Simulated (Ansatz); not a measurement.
Reference: BP (F-43m), PBEsol with spin-orbit coupling, rigid bands (plane waves, PAW; Ansatz, a first-principles code); axes and stresses refer to this cell.

```
BP
1.0
    0.00000     2.26008     2.26008
    2.26008     0.00000     2.26008
    2.26008     2.26008     0.00000
B P
1 1
Direct
  0.00000   0.00000   0.00000
  0.25000   0.25000   0.25000
```

- hole conductivity mass: 0.42 mₑ
- Seebeck coefficient, n-type 1e19 cm⁻³: -336 μV/K
- band gap: 1.10 eV

```json
[
 {"Change": "hydrostatic pressure -2 GPa", "hole conductivity mass": "0.42 mₑ", "Seebeck coefficient, n-type 1e19 cm⁻³": "-335 μV/K", "band gap": "1.12 eV"},
 {"Change": "hydrostatic pressure 10 GPa", "hole conductivity mass": "(withheld)", "Seebeck coefficient, n-type 1e19 cm⁻³": "(withheld)", "band gap": "(withheld)"},
 {"Change": "uniaxial stress along [111] of 2 GPa (compression positive)", "hole conductivity mass": "0.40 mₑ", "Seebeck coefficient, n-type 1e19 cm⁻³": "-337 μV/K", "band gap": "1.07 eV"}
]
```

Question: Some entries are withheld; supply them.

Answer: 
- hydrostatic pressure 10 GPa, hole conductivity mass: 0.43 mₑ
- hydrostatic pressure 10 GPa, Seebeck coefficient, n-type 1e19 cm⁻³: -341 μV/K
- hydrostatic pressure 10 GPa, band gap: 1.02 eV

Masses are for dilute carriers at 300 K, harmonic means over directions unless an axis is named. Seebeck coefficients are for the stated density at 300 K, with one relaxation time for all states and whether or not that doping can be reached. Stresses and pressures are the targets of the relaxation.  The structure type is held under load, also where the real crystal would transform.
